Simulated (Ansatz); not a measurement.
Subject: the energy of the reaction as written. Reaction: 1/4 cell B + 3/8 N2 (gas) → cell A. The sign is products less reactants.

Cell A: a slab of Mo (bcc, Im-3m) cut along (110), 9 atoms, oblique cell of 3.16 × 2.74 Å (7.1 Å²), symmetry Cm within 0.02 Å, 16.7 Å thick under 16 Å of vacuum, in-plane vectors held at the crystal's; planes from bottom to top: Mo × 8 | N, its two faces unlike (dipole correction applied); added, foreign or displaced atoms, above the top plane: N bound to 3 Mo at 1.95–2.00 Å; spin state with PBE: run without spin, k-point mesh 18×21×1.
```xyz
9
Lattice="3.1611 0.0000 0.0000 1.5806 2.2352 0.0000 0.0000 0.0000 33.1438" Properties=species:S:1:pos:R:3 pbc="T T T"
Mo     1.5806     0.0360     8.1133
Mo     0.0000     0.0357    10.2443
Mo     1.5806     0.0354    12.4926
Mo     0.0000     0.0357    14.7296
Mo     1.5806     0.0355    16.9676
Mo     0.0000     0.0355    19.1913
Mo     1.5806     0.0205    21.4304
Mo     0.0000    -0.0953    23.7744
N      1.5804     0.4198    24.7872
```

Cell B: a slab of Mo (bcc, Im-3m) cut along (110), 33 atoms, oblique cell of 6.32 × 5.48 Å (28.3 Å²), symmetry Cm within 0.02 Å, 16.6 Å thick under 17 Å of vacuum, in-plane vectors held at the crystal's; planes from bottom to top: Mo4 × 8 | N, its two faces unlike (dipole correction applied); added, foreign or displaced atoms, above the top plane: N bound to 3 Mo at 1.95–2.14 Å; spin state with PBE: run without spin, k-point mesh 7×8×1.
```yaml
crystal:
  lattice:
    - [6.32223, 0.00000, 0.00000]
    - [3.16112, 4.47049, 0.00000]
    - [0.00000, 0.00000, 33.14383]
  atoms:
    - { symbol: Mo, position: [0.74680, 0.50638, 0.24440] }
    - { symbol: Mo, position: [0.24673, 0.50651, 0.24440] }
    - { symbol: Mo, position: [0.74676, 0.00647, 0.24414] }
    - { symbol: Mo, position: [0.24664, 0.00673, 0.24410] }
    - { symbol: Mo, position: [0.99673, 0.00650, 0.30869] }
    - { symbol: Mo, position: [0.49670, 0.00657, 0.30869] }
    - { symbol: Mo, position: [0.99677, 0.50640, 0.30846] }
    - { symbol: Mo, position: [0.49664, 0.50670, 0.30843] }
    - { symbol: Mo, position: [0.74669, 0.50660, 0.37654] }
    - { symbol: Mo, position: [0.24672, 0.50657, 0.37655] }
    - { symbol: Mo, position: [0.74664, 0.00670, 0.37618] }
    - { symbol: Mo, position: [0.24672, 0.00651, 0.37630] }
    - { symbol: Mo, position: [0.99665, 0.00670, 0.44408] }
    - { symbol: Mo, position: [0.49668, 0.00669, 0.44408] }
    - { symbol: Mo, position: [0.99619, 0.50761, 0.44366] }
    - { symbol: Mo, position: [0.49700, 0.50595, 0.44371] }
    - { symbol: Mo, position: [0.74684, 0.50651, 0.51161] }
    - { symbol: Mo, position: [0.24665, 0.50653, 0.51159] }
    - { symbol: Mo, position: [0.74672, 0.00655, 0.51144] }
    - { symbol: Mo, position: [0.24647, 0.00706, 0.51090] }
    - { symbol: Mo, position: [0.99585, 0.00617, 0.57907] }
    - { symbol: Mo, position: [0.49807, 0.00613, 0.57907] }
    - { symbol: Mo, position: [0.99835, 0.50333, 0.57852] }
    - { symbol: Mo, position: [0.49510, 0.50987, 0.57854] }
    - { symbol: Mo, position: [0.74624, 0.50665, 0.64747] }
    - { symbol: Mo, position: [0.24710, 0.50683, 0.64748] }
    - { symbol: Mo, position: [0.74485, 0.01046, 0.64486] }
    - { symbol: Mo, position: [0.24662, 0.00668, 0.64631] }
    - { symbol: Mo, position: [0.99857, 0.00439, 0.71383] }
    - { symbol: Mo, position: [0.49767, 0.00368, 0.71383] }
    - { symbol: Mo, position: [0.98374, 0.53206, 0.71028] }
    - { symbol: Mo, position: [0.50370, 0.49217, 0.71286] }
    - { symbol: N, position: [0.29792, 0.90432, 0.74585] }
```

Reference: an isolated N2 molecule (singlet) in a box of 11 × 11 × 13 Å.

All numbers come from Ansatz (a quantum-chemistry and plane-wave program), plane waves with PAW, its PAW set soft_1, cutoff 420 eV, 500 eV for r2SCAN. The structures are at rest with PBE, within the held lattices; other levels are single points on them. Neutral cells; Fermi-Dirac smearing of at most 0.10 eV in the solids, energies taken to zero width. The lattices are those relaxed with PBE, so at other levels the solids can be strained, which adds to the spread. Larger cells are relaxed from a start prepared with the learned potential CHGNet, on a coarser mesh till forces fall under 0.03 eV/Å, which some starts already meet. A dispersion term (D3(BJ), or D4 for r2SCAN) was computed beside these levels and is taken off wherever the name lacks it. Space groups of crystals are read within 0.01 Å. Static lattices, no vibrational contributions. No structure search was made; lower ones may exist. No Hubbard U is applied. No correction for cell size. The cells' k-point meshes differ in density, so the last digit is unsettled. Cell A has symmetry Cm within 0.02 Å and got no random move, so less symmetric positions, which may lie lower, weren't tried. Cell B has symmetry Cm within 0.02 Å and got no random move, so less symmetric positions, which may lie lower, weren't tried.

Question: Give the value at the level PBE.

Answer: -0.21 eV, for 1/4 cell B + 3/8 N2 (gas) → cell A.

Question: List the value at the remaining levels and say how far they part.

Answer: 
| Functional | value (eV) | less PBE |
|---|---|---|
| r2SCAN | -0.32 | -0.11 |

The levels shown span 0.11 eV, from r2SCAN (-0.32) to PBE (-0.21).
